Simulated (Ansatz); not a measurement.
Output of an Ansatz run (abridged):

```
WARN ansatz: RAYON_NUM_THREADS=1 ignored (pool sized by the plan → 1); use --threads N
Pseudopotentials: kind: paw
Pseudopotential: K, paw, valence charge 9
Pseudopotential: V, paw, valence charge 13
Pseudopotential: Se, paw, valence charge 16
Crystal: 8 atoms, lattice volume = 323.443 Å³
Basis set: ecut = 420 eV, 6329 PW (Γ)
Bands: 63, of which v1, the nominal top of the filled ones, is band 52 counted from 1 (51 counted from 0)
Symmetry: 4 space group operations
Space group: Fmm2 (ITA 42), of the structure as read, at distance tolerance 6.9e-5 Å
k-points: 5 of 8
PAW frozen core: K, regenerated for the run's functional, and the local potential with it
PAW frozen core: V, regenerated for the run's functional, and the local potential with it
PAW frozen core: Se, regenerated for the run's functional, and the local potential with it
Initial density: superposition of atomic densities (neutral atoms: chi_scale 0, normalization atom), corrected by the library's trained network
Initial wavefunctions: pseudopotential atomic-orbital guess
Eigensolver: davidson
Functional: x = slater, c = lda
SCF iter   1: F=—  HF=-28889.169939 eV  |F-HF|=—  |Δ(HF+E_count)|=         —  Δρ=5.11e-3  dr2=1.45e-1  ethr=1.77e-3  ⟨swp⟩=7.2  Hψ=1181  notcnv=0  defer=1
all-band conjugate gradients solve this SCF's bands
preconditioner: auto → Resta (q_TF=auto, 2.258 Å⁻¹)
SCF iter   2: F=—  HF=-28889.218227 eV  |F-HF|=—  |Δ(HF+E_count)|=   4.83e-2  Δρ=1.27e-2  dr2=8.60e-1  ethr=1.40e-4  ⟨swp⟩=3.0  Hψ=589  notcnv=0  defer=17
SCF iter   3: F=—  HF=-28889.158680 eV  |F-HF|=—  |Δ(HF+E_count)|=   5.95e-2  Δρ=3.21e-3  dr2=5.95e-2  ethr=1.40e-4  ⟨swp⟩=3.0  Hψ=617  notcnv=0  defer=17
SCF iter   4: F=—  HF=-28889.153687 eV  |F-HF|=—  |Δ(HF+E_count)|=   4.99e-3  Δρ=5.75e-4  dr2=1.15e-3  ethr=5.72e-5  ⟨swp⟩=2.0  Hψ=323  notcnv=0  defer=17
SCF iter   5: F=—  HF=-28889.153651 eV  |F-HF|=—  |Δ(HF+E_count)|=   3.59e-5  Δρ=1.22e-4  dr2=8.53e-5  ethr=1.10e-6  ⟨swp⟩=1.4  Hψ=300  notcnv=0  defer=17
SCF iter   6: F=—  HF=-28889.153526 eV  |F-HF|=—  |Δ(HF+E_count)|=   1.26e-4  Δρ=2.42e-5  dr2=4.15e-6  ethr=8.20e-8  ⟨swp⟩=2.4  Hψ=442  notcnv=0  defer=17
SCF iter   7: F=—  HF=-28889.153529 eV  |F-HF|=—  |Δ(HF+E_count)|=   2.64e-6  Δρ=1.44e-5  dr2=1.15e-6  ethr=3.99e-9  ⟨swp⟩=2.0  Hψ=553  notcnv=0  defer=17
SCF iter   8: F=-28889.153529 eV  HF=-28889.153529 eV  |F-HF|=1.67e-8  |Δ(HF+E_count)|=   3.96e-7  Δρ=3.66e-6  dr2=7.50e-8  ethr=9.62e-11  ⟨swp⟩=9.2  Hψ=1464  notcnv=0
SCF 1 converged in 8 iterations: F = -28889.153529 eV  dr2 = 7.50e-8
SCF converged after 8 iterations
Free energy (F): -28889.153529 eV
Harris-Foulkes:  -28889.153529 eV  (|F-HF|=1.67e-8)
Internal energy: -28889.153526 eV  (E = F + TS)
E sigma→0 (E₀):  -28889.153528 eV
Entropy (-TS):   -0.000003 eV (-0.000 meV/atom)
Fermi energy:    2.816819 eV
--- Per-component energies (eV) ---
  E_band       = -2505.407609
  E_kinetic    = 1571.080043
  E_local      = -17591.909902  (includes V_loc(G=0)·N_el)
  E_nonlocal   = -2355.198367
  E_hartree    = 8173.820799
  E_xc         = -939.885175
  E_vxc        = -1045.815699  (∫ρ·V_xc dr)
  E_paw        = -10594.662528  (= ΣΔE_a)
  E_vpaw       = 568.798295  (= ΣTr[D̂ρ^β])
  E_aug_tail   = -0.002193  (compensation charges beyond the density's cutoff)
  E_ewald      = -7162.384302
  E_core_change = 9.988099  (= ΣΔE_core)
  E_smearing   = -0.000003  (= −TS)
  E_closure    = 0.000000  (closes the sum)
  Σ components = -28889.153529   (vs F -28889.153529, Δ=0.00e0)
--- Forces (eV/Å), atoms counted from 1 ---
  atom   1  K     -0.00000000    -0.00000000    -0.03479206
  atom   2  K      0.00000000     0.00000000     0.00843793
  atom   3  K     -0.00000000     0.00000000     0.00843793
  atom   4  V      0.00000000    -0.00000000    -0.01472235
  atom   5  Se     0.20902470    -0.20902470    -0.19360188
  atom   6  Se    -0.20910335    -0.20910335     0.20987815
  atom   7  Se    -0.20902470     0.20902470    -0.19360188
  atom   8  Se     0.20910335     0.20910335     0.20987815
  max |Σ_I F_I| component: 8.60e-5 eV/Å
--- Stress (GPa, compression-positive) ---
       -1.998443      -0.032292      -0.000000
       -0.032292      -1.998443      -0.000000
       -0.000000      -0.000000      -1.819436
  P = ⅓ Tr σ = -1.9388 GPa (-19.388 kbar)
  The stress holds the Pulay correction. Without it, at fixed plane waves, as pw.x and ABINIT print it: P = -1.9526 GPa
--- Band table (eV; the first three rows and the last of 5) ---
  k-point 0: bands = ["-61.4087", "-43.9875", "-43.9872", "-43.9870", "-43.9832", "-43.9682", "-43.9680", "-43.9679", "-43.9677", "-43.9652", "-43.9652", "-43.9648", "-43.9645", "-43.9424", "-43.9424", "-43.9424", "-43.9424", "-43.9423", "-43.9422", [...]
  k-point 1: bands = ["-61.4087", "-43.9875", "-43.9872", "-43.9870", "-43.9832", "-43.9682", "-43.9680", "-43.9679", "-43.9677", "-43.9652", "-43.9652", "-43.9648", "-43.9645", "-43.9424", "-43.9424", "-43.9424", "-43.9424", "-43.9423", "-43.9423", [...]
  k-point 2: bands = ["-61.4087", "-43.9875", "-43.9872", "-43.9870", "-43.9832", "-43.9682", "-43.9680", "-43.9679", "-43.9677", "-43.9652", "-43.9652", "-43.9648", "-43.9645", "-43.9424", "-43.9424", "-43.9424", "-43.9424", "-43.9423", "-43.9423", [...]
  k-point 4: bands = ["-61.4087", "-43.9875", "-43.9872", "-43.9870", "-43.9832", "-43.9682", "-43.9680", "-43.9679", "-43.9677", "-43.9652", "-43.9652", "-43.9648", "-43.9645", "-43.9424", "-43.9424", "-43.9424", "-43.9424", "-43.9423", "-43.9422", [...]
```

The structure:

```
CELL_PARAMETERS angstrom
     -3.52137     3.52137     6.52099
      3.52137    -3.52137     6.52099
      3.52137     3.52137    -6.52099
ATOMIC_POSITIONS crystal
  K  0.50383 0.50383 0.00000
  K  0.75000 0.25000 0.50000
  K  0.25000 0.75000 0.50000
  V  0.00000 0.00000 0.00000
  Se 0.28921 0.90979 0.00000
  Se 0.09021 0.09021 0.37942
  Se 0.90979 0.28921 0.00000
  Se 0.71079 0.71079 0.62058
```

### Question
Write an input that gives this output.

### Answer
Other spellings and defaults could give the same log, and not every line can be read from it. The input that was run (DFT, LDA (PW92), plane waves, default PAW files made with PBE):

Ansatz 0.2 input:
```yaml
# K3VSe4
crystal:
  lattice:
    - [-3.52137400, 3.52137400, 6.52099300]
    - [3.52137400, -3.52137400, 6.52099300]
    - [3.52137400, 3.52137400, -6.52099300]
  atoms:
    - { symbol: K, position_ang: [0.00000000, -0.00000000, 6.57099597] }
    - { symbol: K, position_ang: [0.00000000, 3.52137400, 3.26049650] }
    - { symbol: K, position_ang: [3.52137400, 0.00000000, 3.26049650] }
    - { symbol: V, position_ang: [0.00000000, 0.00000000, 0.00000000] }
    - { symbol: Se, position_ang: [2.18529428, -2.18529428, 7.81867061] }
    - { symbol: Se, position_ang: [1.33607972, 1.33607972, -1.29767761] }
    - { symbol: Se, position_ang: [-2.18529428, 2.18529428, 7.81867061] }
    - { symbol: Se, position_ang: [2.18529428, 2.18529428, 5.22331539] }
basis:
  ecutwfc: 420.0
kpoints:
  mp_grid: { grid: [2, 2, 2] }
hamiltonian:
  xc: lda
  pseudopotentials: { kind: paw }
scf:
  occupations: { method: fermi_dirac, width: 0.05 }
output:
  forces: true
  eigenvalues: true
  stress: true
```

The starting cell comes from a database of computed structures (which also holds hypothetical and non-ambient phases and stackings), without a prior relaxation at this level. Its lattice was rescaled by up to half a per cent. One atom was moved a little off its site on purpose. Ansatz's pressure includes its estimate of the finite-basis (Pulay) stress.

Ansatz is a program for electronic structure.
